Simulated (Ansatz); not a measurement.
The reference is AlN in the wurtzite structure (space group P6_3mc, No. 186; a = 3.130 Å, c = 5.018 Å).

(Cell as relaxed with PBE.)

Levels (all Ansatz, a quantum-chemistry and plane-wave program, PAW): PBE (420 eV, no SOC); PBEsol (420 eV, no spin-orbit coupling).

Each level relaxes its own structure.

```
quantity                     PBE  PBEsol
-------------------  -----------  ------
volume per atom         10.65 Å³     ___
lattice parameter a      3.130 Å     ___
lattice parameter c      5.018 Å     ___
band gap                 4.03 eV     ___
gap character        direct at Γ     ___
```

Q: Given the PBE results, estimate those of PBEsol.

A: 
- volume per atom, PBEsol: 10.46 Å³
- lattice parameter a, PBEsol: 3.114 Å
- lattice parameter c, PBEsol: 4.984 Å
- band gap, PBEsol: 4.09 eV
- gap character, PBEsol: direct at Γ

PBE's volume per atom lies 0.184 Å³ above PBEsol's (1.8 %); PBE's lattice parameter a lies 0.016 Å above PBEsol's (0.5 %); PBE's lattice parameter c lies 0.034 Å above PBEsol's (0.7 %); PBE's band gap lies 0.06 eV below PBEsol's; the two agree on the gap character. Neither level is exact; PBEsol is the comparison here, not a measurement.

Whether these cells are dynamically stable was not tested.
